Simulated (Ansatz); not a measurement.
# Element substitutions in Li

Base system: Li in the bcc (W type) structure (space group Im-3m, No. 229; a = 3.477 Å).

Each row replaces one element on all its sites; cell and atoms are relaxed.

Method: r2SCAN (Ansatz, a quantum-chemistry and plane-wave program), no SOC.

Candidates:
(a) Li → Mg
(b) Li → Cs
(c) Li → Be

Before the change:

* **Lattice parameter a**: 3.477 Å

### Question
Order them by lattice parameter a, lowest first.

### Answer
(c) Li → Be (2.500 Å), (a) Li → Mg (3.559 Å), (b) Li → Cs (6.267 Å)

Stability against distortions was not tested. For Mg and Be in this form, whether it has been made was not checked. All final runs are without spin polarisation. This is not the structure that Mg has at room temperature and ambient pressure. This is not the structure that Be has at room temperature and ambient pressure.
